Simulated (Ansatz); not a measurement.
The starting structures come from a database of crystals and need not be the phases stable at ambient conditions.

The decay constant κ of evanescent states in the gap governs leakage through a thin film.

```
CELL_PARAMETERS angstrom
      5.13509     0.00000     0.00000
     -0.61016     5.09871     0.00000
      0.61016     0.68753     5.05214
ATOMIC_POSITIONS crystal
  Rb 0.50000 0.50000 0.50000
  Bi 0.00000 0.00000 0.00000
  F  0.07493 0.66315 0.20823
  F  0.92507 0.33685 0.79177
  F  0.79177 0.07493 0.33685
  F  0.20823 0.92507 0.66315
  F  0.66315 0.79177 0.92507
  F  0.33685 0.20823 0.07493
```

Space group of this cell: R-3. The cell is taken as given; by r2SCAN its mean pressure is -1.6 GPa.

Transport runs along the normal of the first two printed cell vectors, the (101) plane of the conventional cell.

The gap is the functional's own. No spin-orbit coupling. Mid-gap values are interpolated on the energy grid.

Compute, with r2SCAN (Ansatz, an electronic-structure program), the band gap and the smallest decay constant κ at mid-gap.

Gap 3.58 eV on a 6×6×6 mesh; κ = 0.462 1/Å, at the zone centre.
